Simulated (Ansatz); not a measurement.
Start from CaF$_{2}$ in the rutile structure (space group P4_2/mnm, No. 136; a = 5.1550 Å, c = 3.5412 Å; a hypothetical phase, not in the database extracts checked). Axes: x, y, z lie along a, b, c of the conventional cell.

It is then changed as follows: the symmetric strain tensor [-0.0133 0.0022 0.0068; 0.0022 -0.0123 0.0035; 0.0068 0.0035 -0.0058], atoms relaxed at fixed cell.

Levels (all Ansatz, an electronic-structure program, PAW): PBEsol (420 eV, spin-orbit coupling left out); HSE06 (420 eV, without spin-orbit coupling).

The geometry is relaxed with PBEsol.

PBEsol lowest conduction level above the VBM at special points: Γ 6.95 eV; X 8.75 eV; Y 8.75 eV

Predict the lowest conduction level above the VBM at special points from HSE06.

The lowest conduction level above the VBM at special points goes from Γ 6.95 eV; X 8.75 eV; Y 8.75 eV to Γ 9.17 eV; X 11.08 eV; Y 11.08 eV.

Single points use the geometry relaxed with PBEsol. The levels and masses belong to the bands next to the band gap. No phonon test of stability was made. k-point labels follow each cell's own Brillouin zone.
